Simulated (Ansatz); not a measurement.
Results of HSE06 (Ansatz, a program for electronic structure, PAW) for SrInHO₂ (model structure, started from the SrVO2H type, P4/mmm, No. 123, 5 atoms in the cell).

Numerical settings: plane-wave cutoff 460 eV, 6×6×6 k mesh, Fermi–Dirac smearing 0.01 eV, scalar-relativistic PAW data made under PBE.

Cell (relaxed with PBEsol):

InSrHO₂ is taken in the tetragonal space group P4/mmm (No. 123), Pearson symbol tP5. Cell: a = 4.246 Å, b = 4.246 Å, c = 3.718 Å, α = 90.00°, β = 90.00°, γ = 90.00°. Sr on 1d is surrounded by 8 O at 2.822 Å and 4 H at 3.003 Å (cuboctahedral). In on 1a sees 2 H at 1.859 Å and 4 O at 2.123 Å (octahedral). O on 2f is coordinated by 2 In at 2.123 Å and 4 Sr at 2.822 Å (octahedral). H on 1b has 2 In at 1.859 Å and 4 Sr at 3.003 Å (octahedral). (Neighbours: up to the widest gap in distance over summed covalent radii, below 1.35, at either atom; cation-cation and far metal-metal contacts left out.)

Problem. What does this level give for the band gap, smallest direct gap on the k points sampled and direct gap at Γ?

Solution. 
band gap: 2.18 eV (on the SCF k mesh)
smallest direct gap on the k points sampled: 3.29 eV
direct gap at Γ: 6.72 eV

Note: the relaxation could raise the start's symmetry but not lower it, so the cell can be a saddle point; cell and atoms aren't relaxed at this level (pressure 0.6 GPa).

Spin–orbit coupling is not included.

Static lattice: no zero-point or thermal effects.

It cost roughly 90 core-seconds of CPU time.

A model structure was made by putting elements into a prototype or built by hand; it is no filed structure, need not be a known phase, and can be a saddle point held by its symmetry.
